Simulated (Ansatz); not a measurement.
Take Ti in the hcp (Mg type) structure (space group P6_3/mmc, No. 194; a = 2.936 Å, c = 4.637 Å) as the base. Axes: x lies along a and z along c of the hexagonal cell.

All numbers come from DFT with r2SCAN, PAW potentials and a 500 eV plane-wave cutoff in Ansatz (an electronic-structure program), no SOC.

Before the change:

```
Quantity                            Value
-----------------------------  ----------
Pressure                          0.0 GPa
Shortest interatomic distance  5.427 bohr
```

One thing is altered: biaxial strain +2.28 %, plane normal [001], relaxed out of plane (Cartesian); in-plane vectors clamped, the third vector and the atoms free.

**Question.** Estimate the effect on the pressure.

**Answer.** The pressure (mean of the normal stresses, compression positive) goes from zero to -3.1 GPa.

**Question.** What does the calculation give for the shortest interatomic distance after the change?

**Answer.** The shortest interatomic distance decreases by 0.015 bohr, from 5.427 bohr to 5.412 bohr.

No phonon test of stability was made. The final runs are not spin-polarised.
